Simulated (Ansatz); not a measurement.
## What each level gives and costs: Cs₂AgBiBr₆ (Fm-3m, 10 atoms in the cell)

Cell: a = 8.1730 Å, b = 8.1730 Å, c = 8.1730 Å, α = 60.00°, β = 60.00°, γ = 60.00°.

Program: Ansatz (a first-principles code), PAW files made with PBE; each row names its functional.

Base settings: basis.ecutwfc = 420 eV; kpoints.mp_grid.grid = 2 2 2; hamiltonian.xc = hse06; hamiltonian.pseudopotentials = {kind: paw} (the program's default PAW files); scf.occupations.method = fermi_dirac; scf.occupations.width = 0.05 eV.

Differences are taken from HSE06, a reference of convenience: it is no measurement, and no ranking of the functionals follows.

Core times come from one kind of shared machine and are given to one figure; runs under 30 s give none.

The starting cell comes from a database of computed structures (which also holds hypothetical and non-ambient phases and stackings), without a prior relaxation at this level. Its lattice was rescaled by a random factor within 2.5 % of one. Spin-orbit coupling is off. Ansatz's pressure includes its estimate of the finite-basis (Pulay) stress.

| level | gap on the mesh less reference (eV) | pressure less reference (GPa) | largest difference in the force on any atom (eV/Å) | core time / reference (rough) |
|---|---|---|---|---|
| PBE | -0.914 | 0.54 | 0.181 | – |
| PBE0 | 0.666 | -0.04 | 0.003 | 1 |
| HSE06 | 0.000 | 0.00 | 0.000 | 1 |

PBE ran in under 30 s, against roughly 100 s for HSE06.

Keys are those of Ansatz 0.2.
